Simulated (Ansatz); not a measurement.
Functionals compared on the (22-43) surface of hcp Ti in its 1x1 cell, outermost plane spacing 0.33 Å in the ideal cut, in Ansatz (plane waves, PAW). The structure was relaxed with PBE; the other rows are single points on it. Cutoff 420 eV (500 eV for r2SCAN).

Set-up: 31 atoms, 10.0 Å thick at the start (thin: gaps and levels are the slab's own); mesh 8x4x1; 0.1 eV smearing; dipole correction on; all atoms relaxed; start symmetry kept, larger cells not searched; no spin, no spin-orbit, no U. These notes are the PBE run's.

```json
[
 {"functional": "PBE", "work function of the top face (eV)": "3.56", "rough cost of the single point": "–"},
 {"functional": "LDA", "work function of the top face (eV)": "3.79", "rough cost of the single point": "roughly 12 core-minutes"},
 {"functional": "PBEsol", "work function of the top face (eV)": "3.62", "rough cost of the single point": "very roughly 14 core-minutes"},
 {"functional": "RPBE", "work function of the top face (eV)": "3.43", "rough cost of the single point": "about 13 core-minutes (a rough figure)"},
 {"functional": "r2SCAN", "work function of the top face (eV)": "3.56", "rough cost of the single point": "about 30 core-minutes (a rough figure)"}
]
```

Ansatz is a quantum-chemistry and plane-wave program.
